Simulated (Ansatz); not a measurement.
WB (model structure, started from the rocksalt type, Fm-3m, No. 225, 2 atoms in the cell) was calculated with LDA (Ansatz, a program for electronic structure, plane waves, PAW).

Settings: plane-wave cutoff 520 eV, 20×20×20 k mesh, Fermi–Dirac smearing 0.05 eV, no spin polarisation, scalar-relativistic PAW data made under PBE.

Cell (relaxed at this level):

```xyz
2
Lattice="0.0000 2.2051 2.2051 2.2051 0.0000 2.2051 2.2051 2.2051 0.0000" Properties=species:S:1:pos:R:3 pbc="T T T"
B      0.0000     0.0000     0.0000
W      2.2051     2.2051     2.2051
```

Problem. Predict the bulk modulus B0.

Solution. 
* **bulk modulus B0**: 334 GPa

Note: the run has no spin polarisation, so it can have missed a magnetic state; the bulk modulus is −V dP/dV from two relaxed cells at ±2 % in volume; the relaxation could raise the start's symmetry but not lower it, so the cell can be a saddle point.

Spin–orbit coupling is not included; it can open a gap where bands touch, and shift volumes and moduli.

Static lattice: no zero-point or thermal effects.

The result took roughly 30 core-seconds.

A model structure was made by putting elements into a prototype or built by hand; it is no filed structure, need not be a known phase, and can be a saddle point held by its symmetry.
